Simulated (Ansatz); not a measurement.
## Hypothetical P4_2/mnm InP: pressure series

The reference is InP (space group P4_2/mnm, No. 136; a = 7.2766 Å, c = 4.2158 Å; a hypothetical phase, not in the database extracts checked).

Cell and atoms are relaxed at each pressure.

Levels (all Ansatz, a quantum-chemistry and plane-wave program, PAW): PBE (420 eV, no spin-orbit coupling); PBEsol (420 eV, scalar-relativistic without spin-orbit coupling).

The base cell above is that of PBE; each level relaxes its own structures.

```
case              lattice parameter a, PBE  lattice parameter a, PBEsol
----------------  ------------------------  ---------------------------
pressure 0.3 GPa                   7.261 Å                      7.161 Å
pressure 0.7 GPa                   7.241 Å                      7.144 Å
pressure 1.5 GPa                   7.205 Å                      7.109 Å
pressure 3 GPa                     7.138 Å                      7.049 Å
```

PBE lies above PBEsol in every row, by 0.089 Å to 0.100 Å. They put the cases in the same order.

Load acts through the strain it causes; cell and atoms are relaxed under it. Stability against distortions was not tested.
